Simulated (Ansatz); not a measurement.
## HfO2 (Pca2₁, No. 29, 12 atoms in the cell; start mp-685097; a measured phase of this formula has another space group): smallest direct gap on the k points sampled by level of theory

No measured value is used here.

```
level (code)         value (eV)  cell (Å³/atom)
-------------------  ----------  --------------
LDA (Ansatz)               4.47           11.02
PBE (Ansatz)               4.66           11.02
PBE-D3(BJ) (Ansatz)        4.61           11.22
r²SCAN (Ansatz)            5.16           11.13
PBE0 (Ansatz)              7.13           11.02
```

At these levels the smallest gap is indirect and lower: LDA 4.26, PBE 4.45, PBE-D3(BJ) 4.40, r²SCAN 4.94, PBE0 6.92 eV. Computed values are for a static lattice. Spin–orbit coupling is included only where a level's name says +SOC; with heavier elements it mostly lowers gaps and can invert bands.  Values are at the PBEsol cell; PBE-D3(BJ) at the level's own equilibrium cell; r²SCAN at the level's own relaxed cell. Cutoffs and k meshes differ between the levels. Ansatz's density-functional and Hartree–Fock values are scalar-relativistic unless marked +SOC, with PAW data made under PBE.

A start named mp-… is a Materials Project structure, which need not be a measured phase.

Ansatz is an electronic-structure program.
